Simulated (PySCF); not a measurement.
PySCF 2.14.0, BP86/def2-svpd, df: Si(H)2(F)(Vi) (C=C[SiH2]F), 9 atoms. The geometry is a generated start, not checked to be a minimum at this level.

```json
{
  "task": "energy",
  "method": "bp86",
  "basis": "def2-svpd",
  "two_electron_scheme": "density fitting",
  "mol.max_memory": "3000 MB",
  "mf.max_cycle": "100",
  "mf.init_guess": "minao (default)",
  "mf.DIIS": "CDIIS (default)",
  "mf.conv_tol": "1e-09 (default)",
  "mf.grids.level": "3 (default)",
  "basis_functions": "127",
  "grid_points": "110720"
}
```

```xyz
9

Si    -1.2725    -0.0252    -0.2978
F     -1.6028     0.7800     1.0587
C      0.5866    -0.2842    -0.3809
C      1.4473     0.1415     0.5331
H     -1.7587     0.8384    -1.3669
H     -1.9996    -1.2808    -0.1676
H      0.9689    -0.8217    -1.2406
H      2.5111    -0.0286     0.4549
H      1.1196     0.6807     1.4069
```

One run each on 2 threads, 1 BLAS thread. Values of diis_space tried: 3, 5, 8 (default), 12, 20.

### Question
Which value of diis_space needs the fewest Fock builds, and what happens away from it?

### Answer
Fewest Fock builds, within one of each other: 5 with 13, 8 (default) with 12, 12 with 12, 20 with 12. The count rises to 27 at 3. All converge to one solution.

```tsv
diis_space	Fock builds	end
3	27	same solution
5	13	same solution
8 (default)	12	same solution
12	12	same solution
20	12	same solution
```
